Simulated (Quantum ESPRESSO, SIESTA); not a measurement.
## Pressure against volume in rock-salt HfC (space group 225) (SIESTA, PBE)

```xyz
2
Lattice="0.0000 2.2787 2.2787 2.2787 0.0000 2.2787 2.2787 2.2787 0.0000" Properties=species:S:1:pos:R:3 pbc="T T T"
Hf     0.0000     0.0000     0.0000
C      2.2787     2.2787     2.2787
```

Level of theory: GGA PBE, numerical atomic orbitals DZP, PseudoDojo PBE standard norm-conserving potentials (rewritten from UPF to PSML) (SIESTA). Settings: XC.functional = GGA; XC.authors = PBE; potentials = PseudoDojo PBE standard; PAO.BasisSize = DZP; PAO.EnergyShift = 0.01 Ry; MeshCutoff = 390 Ry; kgrid.MonkhorstPack = 22 22 22; OccupationFunction = FD; ElectronicTemperature = 580.23 K; MaxSCFIterations = 150; SCF.Mixer.Method = Broyden; SCF.Mixer.Weight = 0.2; SCF.Mixer.History = 6; SCF.DM.Tolerance = 1.0E-05. The cell above is the first row's. The rows scale it uniformly. In all rows fractional positions and the k mesh are held.

```
V (Å^3/atom)  P (GPa)
------------  -------
11.8328         15.94
12.0901          9.68
12.3473          4.07
12.6046         -0.94
12.8618         -5.35
13.1190         -9.42
13.3763        -13.02
13.6335        -16.32
13.8907             ?
```

Task: Fit P against V with a cubic, and predict the withheld value at V = 13.8907.

Result: With u = V - 12.7, the rows have u = -0.8672, -0.6099, -0.3527, -0.0954, 0.1618, 0.4190, 0.6763, 0.9335. Least squares gives P = -2.637 - 17.6079·u + 3.8009·u² - 0.6898·u³. Residuals (row less fit): -0.001, 0.008, -0.006, -0.018, 0.039, -0.022, 0.000, 0.003; standard error 0.025 (degrees of freedom: 4). The fitted pressure is zero at V0 = 12.55, where dP/dV = -18.75, so B0 = -V0·dP/dV = 235 GPa. At the withheld row, u = 1.1907, so P = -2.637 - 17.6079 × 1.1907 + 3.8009 × 1.1907² - 0.6898 × 1.1907³ = -19.378 GPa. The calculation gives -19.30 GPa, 0.078 GPa above the prediction (0.2 % of the range of P in the table). The row lies outside the fitted rows, so this is an extrapolation. From the scatter of the fitted rows alone, a prediction at this place has a standard error of 0.066 GPa, so the miss is 1.2 times that.

Carrying the step between the two nearest rows on in a straight line would have given -19.62, off by 0.32; series whose last step already gives the withheld value aren't shown. The scan was laid around a cell of about the measured size, scaled by a guess for this functional. The runs keep the symmetry of the cell, so they don't test it for distortions. A plane-wave scan with the same functional (Quantum ESPRESSO, GBRV) gives V0 = 12.60 Å^3/atom and B0 = 238 GPa; a Birch-Murnaghan fit to all rows here lies -0.4 % from it in V0 and -1 % in B0; the two differ in basis, and may differ in potentials and mesh. Values carry the incompleteness of an atom-centred basis. Spin-orbit coupling is off. Cutoffs and mesh are single choices, not tested for convergence of this quantity. Series with a scatter that would blur these digits, or in which a gap closes, are not shown.
